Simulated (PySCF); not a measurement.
PySCF 2.14.0, BP86/def2-svpd, df: La(Me)3 ([CH3][La]([CH3])[CH3]), 13 atoms. The geometry is a generated start, not checked to be a minimum at this level.

```
Quantity                                             Value
-------------------------  -------------------------------
task                                                energy
method                                                bp86
basis                                            def2-svpd
two-electron scheme                        density fitting
mol.max_memory                                     3000 MB
mf.max_cycle                                           100
mf.diis_space                                  8 (default)
mf.conv_tol                                1e-09 (default)
mf.grids.level                                 3 (default)
effective core potentials  those of the basis set, past Kr
basis functions                                        167
grid points                                         155336
```

```xyz
13

La     0.0086     0.0034    -0.0003
C      2.3819    -0.5059    -0.9171
H      2.7187    -1.5095    -0.6334
H      3.1258     0.2035    -0.5368
H      2.4149    -0.4467    -2.0107
C     -0.8464    -1.1876     2.1422
H     -1.3640    -2.1250     1.9076
H     -1.5517    -0.5593     2.6976
H     -0.0222    -1.4346     2.8210
C     -1.5362     1.6931    -1.2245
H     -2.4514     1.8863    -0.6535
H     -1.8394     1.3252    -2.2114
H     -1.0387     2.6571    -1.3805
```

Charge 0 and multiplicity 1 are set for this test and not shown to be the ground state.

With the defaults (mf.DIIS = CDIIS, mf.diis = true, mf.damp = 0, mf.diis_start_cycle = 1, mf.init_guess = minao, mf.level_shift = 0) it converges in 12 Fock builds. One run each on 2 threads, 1 BLAS thread, with these changes:
- mf.init_guess = atom
- mf.DIIS = EDIIS
- mf.init_guess = 1e
- mf.level_shift = 1 Hartree
- mf.diis = false
- mf.level_shift = 0.1 Hartree
- mf.DIIS = ADIIS
- mf.init_guess = huckel
- mf.damp = 0.3, mf.diis_start_cycle = 4

Question: Which runs fail or end elsewhere than the default run?

Answer: No convergence: mf.DIIS = EDIIS; mf.diis = false (the run ends without SCF convergence in 100 cycles). The rest reach the solution of the defaults.

```json
[
 {"setting": "the defaults", "Fock builds": "12", "end": "same solution"},
 {"setting": "mf.init_guess = atom", "Fock builds": "13", "end": "same solution"},
 {"setting": "mf.damp = 0.3, mf.diis_start_cycle = 4", "Fock builds": "14", "end": "same solution"},
 {"setting": "mf.init_guess = huckel", "Fock builds": "14", "end": "same solution"},
 {"setting": "mf.init_guess = 1e", "Fock builds": "15", "end": "same solution"},
 {"setting": "mf.level_shift = 0.1 Hartree", "Fock builds": "15", "end": "same solution"},
 {"setting": "mf.DIIS = ADIIS", "Fock builds": "20", "end": "same solution"},
 {"setting": "mf.level_shift = 1 Hartree", "Fock builds": "87", "end": "same solution"},
 {"setting": "mf.DIIS = EDIIS", "Fock builds": "101", "end": "no convergence"},
 {"setting": "mf.diis = false", "Fock builds": "101", "end": "no convergence"}
]
```
